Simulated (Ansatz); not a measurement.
Reference: InP (F-43m), r2SCAN with spin-orbit coupling, rigid bands (plane waves, PAW; Ansatz, an electronic-structure program); axes and stresses refer to this cell.

```yaml
crystal:
  lattice:
    - [0.00000, 2.95361, 2.95361]
    - [2.95361, 0.00000, 2.95361]
    - [2.95361, 2.95361, 0.00000]
  atoms:
    - { symbol: In, position: [0.00000, 0.00000, 0.00000] }
    - { symbol: P, position: [0.25000, 0.25000, 0.25000] }
```

The Seebeck coefficient, n-type 1e19 cm⁻³ is -56 μV/K, the band gap is 1.00 eV and the electron conductivity mass is 0.084 mₑ.

**Question.** After one change the values are Seebeck coefficient, n-type 1e19 cm⁻³ -127 μV/K; band gap 1.65 eV; electron conductivity mass 0.126 mₑ. What was changed between the two runs?
A. uniaxial stress along [111] of 1 GPa (compression positive)
B. uniaxial stress along [111] of -2 GPa (compression positive)
C. hydrostatic pressure 10 GPa
D. uniaxial stress along [110] of -1 GPa (compression positive)

**Answer.** C, hydrostatic pressure 10 GPa

Masses are for dilute carriers at 300 K, harmonic means over directions unless an axis is named. Seebeck coefficients are for the stated density at 300 K, with one relaxation time for all states and whether or not that doping can be reached. Stresses and pressures are the targets of the relaxation.  The structure type is held under load, also where the real crystal would transform.
